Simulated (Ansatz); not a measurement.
# Response to strain in NiGe

Base system: NiGe (space group Pnma, No. 62; non-magnetic).

```
CELL_PARAMETERS angstrom
      5.32496     0.00000     0.00000
      0.00000     3.44135     0.00000
      0.00000     0.00000     5.79998
ATOMIC_POSITIONS crystal
  Ni 0.00498 0.25000 0.19202
  Ni 0.50498 0.25000 0.30798
  Ni 0.99502 0.75000 0.80798
  Ni 0.49502 0.75000 0.69202
  Ge 0.19034 0.25000 0.58573
  Ge 0.69034 0.25000 0.91427
  Ge 0.80966 0.75000 0.41427
  Ge 0.30966 0.75000 0.08573
```

Cartesian axes are those of the cell as printed.

Strains are applied to the cell and any free atomic positions relax; under biaxial strain the out-of-plane vector relaxes too.

Level of theory: r2SCAN (Ansatz, a quantum-chemistry and plane-wave program, PAW, no spin-orbit coupling).

Notes on the quantities. pressure: mean of the normal stresses, compression positive.

```tsv
variant	shortest interatomic distance	pressure
base	2.324 Å	0.0 GPa
biaxial strain +1.82 %, plane normal [001], relaxed out of plane	2.334 Å	-2.9 GPa
biaxial strain +2.41 %, plane normal [001], relaxed out of plane	2.337 Å	-3.6 GPa
isotropic strain −5.34 %	2.233 Å	36.8 GPa
```

Without a gap, meshes like the base's 9×14×8 leave anisotropic stresses uncertain by several tenths of a GPa, and small strain energies with them. Stability against distortions was not tested. Seeded moments were not kept for the base. The final runs are not spin-polarised.
